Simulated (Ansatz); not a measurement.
Take AlV$_{2}$C (space group P6_3/mmc, No. 194; a = 2.9052 Å, c = 13.1346 Å) as the base. Axes: x lies along a and z along c of the hexagonal cell.

Level of theory: Kohn–Sham DFT with the PBE functional, run in Ansatz (a quantum-chemistry and plane-wave program) with PAW and 420 eV plane waves, no spin-orbit coupling.

Base values:

```
Item                             Value
-----------------------------  -------
Pressure                       0.0 GPa
Shortest interatomic distance  2.016 Å
Band gap                          zero
```

Modification: the cell is stretched by 1.61 % along z with no lateral relaxation, atoms relaxed at fixed cell.

**Question.** What does the calculation give for the energy relative to the base, pressure, shortest interatomic distance and band gap after the change?

**Answer.** The energy goes up by 3.0 meV/atom; the pressure (mean of the normal stresses, compression positive) goes from zero to -2.7 GPa; the shortest interatomic distance increases by 0.0054 Å to 2.022 Å; the band gap remains zero.

Without a gap, meshes like the base's 18×18×4 leave anisotropic stresses uncertain by several tenths of a GPa, and small strain energies with them. The cells carry an imposed strain or load. No phonon test of stability was made. Starting moments died away, wholly or in part, for the base; another magnetic solution may exist. The final runs are not spin-polarised.
